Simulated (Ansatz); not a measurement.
System: ZrRh (Pm-3m, No. 221, 2 atoms in the cell; start mp-2808). Method: LDA in Ansatz (plane waves, PAW).

Numerical settings: plane-wave cutoff 520 eV, 16×16×16 k mesh, Fermi–Dirac smearing 0.05 eV, no spin polarisation, scalar-relativistic PAW data made under PBE.

Cell (relaxed at this level):

```
RhZr
1.0
    3.22867     0.00000     0.00000
    0.00000     3.22867     0.00000
    0.00000     0.00000     3.22867
Zr Rh
1 1
Cartesian
  1.61434   1.61434   1.61434
  0.00000   0.00000   0.00000
```

Question: What does this level give for the bulk modulus?

Answer: 
* **bulk modulus**: 192 GPa

Note: the run has no spin polarisation, so it can have missed a magnetic state; the bulk modulus is −V dP/dV from two relaxed cells at ±2 % in volume; the relaxation could not lower the start's symmetry, so the cell can be a saddle point above a distorted one.

The computed numbers hold no vibrational or temperature effects.

Computing time: about 40 core-seconds (a rough figure).

A start named mp-… is a Materials Project structure, which need not be a measured phase.

Ansatz is a program for electronic structure.
